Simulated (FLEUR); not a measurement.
Input and output of a self-consistent single point for CdTe (F-43m, 2 atoms in the cell) (FLEUR).

Level of theory: FLEUR with PBE, all-electron FLAPW (FLEUR), scalar-relativistic valence.

The change in words: lattice scaled by 0.98. Reference geometry:
```xyz
2
Lattice="0.0000 3.2920 3.2920 3.2920 0.0000 3.2920 3.2920 3.2920 0.0000" Properties=species:S:1:pos:R:3 pbc="T T T"
Cd     0.0000     0.0000     0.0000
Te     1.6460     1.6460     1.6460
```

Reference input (self-consistent single point, DFT, PBE, all-electron FLAPW (FLEUR), scalar-relativistic valence): Kmax = 4 1/bohr; GmaxXC = 16 1/bohr; xcFunctional = pbe; jspins = 1; l_soc = F; mode = hist; fermiSmearingEnergy = 0.0001 Htr; mesh (inpgen div1-3) = 9 9 9; inpgen gamma flag = false; Gmax = 16 1/bohr; numbands = 0; maxIterBroyd = 40. This run's input differs from it in these lines:

```diff
@@ -3,5 +3,5 @@
 &input film=f /
-0.0000000000 6.2209047029 6.2209047029
-6.2209047029 0.0000000000 6.2209047029
-6.2209047029 6.2209047029 0.0000000000
+0.0000000000 6.0964870246 6.0964870246
+6.0964870246 0.0000000000 6.0964870246
+6.0964870246 6.0964870246 0.0000000000
 1.0
@@ -43,5 +43,5 @@
          <bravaisMatrix>
-            <row-1>    0.0000000000000000     6.2209047029000004     6.2209047029000004</row-1>
-            <row-2>    6.2209047029000004     0.0000000000000000     6.2209047029000004</row-2>
-            <row-3>    6.2209047029000004     6.2209047029000004     0.0000000000000000</row-3>
+            <row-1>    0.0000000000000000     6.0964870246000000     6.0964870246000000</row-1>
+            <row-2>    6.0964870246000000     0.0000000000000000     6.0964870246000000</row-2>
+            <row-3>    6.0964870246000000     6.0964870246000000     0.0000000000000000</row-3>
          </bravaisMatrix>
```

Log, with long lists cut:

```
 Iteration:     1   Distance:       5.18816019 me/bohr^3
 Iteration:     2   Distance:       4.70966235 me/bohr^3
 Iteration:     3   Distance:       2.71306778 me/bohr^3
 Iteration:     4   Distance:       0.86844273 me/bohr^3
 Iteration:     5   Distance:       0.57777840 me/bohr^3
   [... 5 lines left out ...]
 Iteration:    11   Distance:       0.00039665 me/bohr^3
 Iteration:    12   Distance:       0.00033775 me/bohr^3
 Iteration:    13   Distance:       0.00003165 me/bohr^3
 Iteration:    14   Distance:       0.00000834 me/bohr^3
 Run finished successfully
 Stop message:
   Structural relaxation: Done

[file out, last iteration]
             iter=     15
[...]
          total density-effective poten   -2.0546281889E+04
          total charge density-energy d   -3.3096146259E+02
 Updated energy parameters for spin:           1
[...]
 fermi energy and band-weighting factors:
    0.598927    0.616231    0.616231

[...]
FERMIE:
          first approx. to ef    (T=0)  :   0.161223 htr   (energy of the highest occ. eigenvalue)
          number of occ. states  (T=0)  :        935
          first approx. to seigv (T=0)  : -25.990678 htr
          sum of weights of occ. states :  17.000000
          sum of semicore charge        :   0.000000 e
FERHIS:  Fermi-Energy by histogram:
          bandgap                     :   0.029955 htr
   [... lines left out ...]
          charge neutrality (T=0)     :   0.000000    (zero if the highest occ. eigenvalue is "entirely" occupied)
 Direct bandgap for spin            1 :    2.9954550417567893E-002  Htr
 ---->    free energy=                    -12392.9648513730 htr
   [... lines left out ...]
      extrapolation for T->0
 ---->    total electron energy=          -12392.9648513730 htr
 ***** TOTAL FORCES ON ATOMS *****
 TOTAL FORCE FOR ATOM TYPE=  1  X=  0.000   Y=  0.000   Z=  0.000
                       FX_TOT= 0.000000 FY_TOT= 0.000000 FZ_TOT= 0.000000
 TOTAL FORCE FOR ATOM TYPE=  2  X=  3.048   Y=  3.048   Z=  3.048
                       FX_TOT= 0.000000 FY_TOT= 0.000000 FZ_TOT= 0.000000
 Structural relaxation: Done
```

The run converged in 14 iterations. FLEUR gives forces in its relaxation mode, with a further iteration, so its stop message speaks of a relaxation. 

The starting cell comes from a database of computed structures (which also holds hypothetical and non-ambient phases and stackings), without a prior relaxation at this level. Its lattice was rescaled by a random factor within 2.5 % of one. For this run, on top of that: lattice scaled by 0.98. Spin-orbit coupling is off. Values depend on the basis (sphere radii, cutoffs, local orbitals), which need not be converged.

These are the values that this program gave, and no reference: the default basis lacks the next d shell.

Cost on one core of a shared machine: roughly 3 min.
